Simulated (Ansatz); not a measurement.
Here is the system:

```yaml
crystal:
  lattice:
    - [4.76562, 0.00000, 0.00000]
    - [-2.38281, 4.12715, 0.00000]
    - [0.00000, 0.00000, 7.97354]
  atoms:
    - { symbol: Ba, position: [0.00000, 0.00000, 0.00000] }
    - { symbol: Cd, position: [0.66667, 0.33333, 0.63276] }
    - { symbol: Cd, position: [0.33333, 0.66667, 0.36724] }
    - { symbol: Sb, position: [0.66667, 0.33333, 0.26175] }
    - { symbol: Sb, position: [0.33333, 0.66667, 0.73825] }
```

Level of theory: PBEsol, rigid bands (plane waves, PAW, scalar-relativistic; Ansatz, an electronic-structure program). Cell: cell and atoms relaxed with PBEsol.

Question: Is this a good metal at this level?

Answer: No. No gap shows, but r2SCAN opens one on the same cell, so the missing gap may be the functional's error (that test had no spin-orbit coupling). N(E_F) = 0.106 states/eV a cell at 300 K and the Drude plasma energy along the best axis is 0.68 eV, several times under that of a simple or noble metal.

Spin-orbit coupling is left out; it can open or close a small gap.

Computed structure with no diffraction record at hand here (it may be known, metastable or hypothetical): BaCd2Sb2 (P-3m1).
